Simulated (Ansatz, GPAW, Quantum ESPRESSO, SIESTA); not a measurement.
## Code comparison for Nb₆AlGe (Pm-3, 8 atoms in the cell)

Self-consistent single point.

```
CELL_PARAMETERS angstrom
      5.21768     0.00000     0.00000
      0.00000     5.21768     0.00000
      0.00000     0.00000     5.21768
ATOMIC_POSITIONS crystal
  Al 0.50000 0.50000 0.50000
  Nb 0.00000 0.50000 0.74995
  Nb 0.00000 0.50000 0.25005
  Nb 0.74995 0.00000 0.50000
  Nb 0.25005 0.00000 0.50000
  Nb 0.50000 0.74995 0.00000
  Nb 0.50000 0.25005 0.00000
  Ge 0.00000 0.00000 0.00000
```

All programs got the same cell, k-point mesh and kind of occupations (in Ansatz's words: kpoints.mp_grid.grid = 5 5 5; scf.occupations.method = fermi_dirac; scf.occupations.width = 0.1 eV); potentials, basis and cutoffs are each program's usual ones.

| code | model | pressure (GPa) | largest force (eV/Å) | k-points | cutoff |
|---|---|---|---|---|---|
| Quantum ESPRESSO | LDA (PW92), PseudoDojo standard norm-conserving (LDA) pseudopotentials | -11.86 | 0.002 | 11 | 85 Ry |
| SIESTA | LDA PW92, numerical atomic orbitals DZP, PseudoDojo LDA standard norm-conserving potentials (rewritten from UPF to PSML) | -12.00 | 0.055 | 63 | grid 300 Ry |
| Ansatz | LDA (PW92), PAW files made with PBE | -11.91 | 0.005 | 11 | default |
| GPAW | LDA (Perdew-Wang 92), GPAW PAW datasets LDA (gpaw-data 1.0.1) | -12.63 | 0.013 | 11 | 550 eV |

The spread over the programs that give each value: pressure within 0.77 GPa; largest force within 0.053 eV/Å.

The starting cell comes from a database of computed structures (which also holds hypothetical and non-ambient phases and stackings), without a prior relaxation at this level. Its lattice was rescaled by a random factor within 2.5 % of one. On Ansatz's run: Spin polarisation is off. In the base run, with a pressure of about -12 GPa the cell is away from its equilibrium volume at this level.

**Question.** Why do the programs differ, and what cannot be compared?

**Answer.** Differences of this kind can come from the potentials, where these differ, and from what each basis and cutoff leave unconverged. The valence holds different numbers of electrons (Quantum ESPRESSO 95, SIESTA 95, Ansatz (an electronic-structure program) 95, GPAW 85). The zero of total energies and Fermi levels follows the potentials and each program's conventions, so they are not compared here. SIESTA uses small atom-centred bases, whose incompleteness enters pressures, forces and empty levels differently from a plane-wave cutoff. Ansatz's pressure is given at a fixed set of plane waves, as the other plane-wave codes print theirs. The programs reduce the same mesh by symmetry to different extents, which changes the work and not the result.

Left out of this page: ABINIT and FLEUR (with a known weakness of the program); Elk (not drawn, or without a comparable value).

Keys are those of Ansatz 0.2.
